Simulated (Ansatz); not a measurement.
# A constructed model of the (110) surface of bcc Fe, ferromagnetic, from a spin-polarised start, a layer of Ni in place of the second plane (bottom of the slab: a bare face, its two planes held)

All values below come from PBE (plane waves to 420 eV, PAW; Ansatz, a program for electronic structure).

Model: 6-atom slab, 9.9 Å thick at the start (thin: gaps and levels are the slab's own), 16x16x1 mesh, Fermi-Dirac 0.1 eV, dipole correction, 2 atoms held, the rest relaxed; start symmetry kept, larger cells not searched; spin-polarised, ending with about 13.0 μB a cell; orders that need a larger cell were not tried, no spin-orbit, no U. It is one candidate, not shown to be the stable structure of the face.

```json
{
 "work_function_of_the_top_face": "4.76 eV",
 "energy_released_by_relaxation": "0.011 eV",
 "magnetic_moment_of_the_cell": "12.97 μB",
 "cost": "about 9 core-minutes (a rough figure)"
}
```
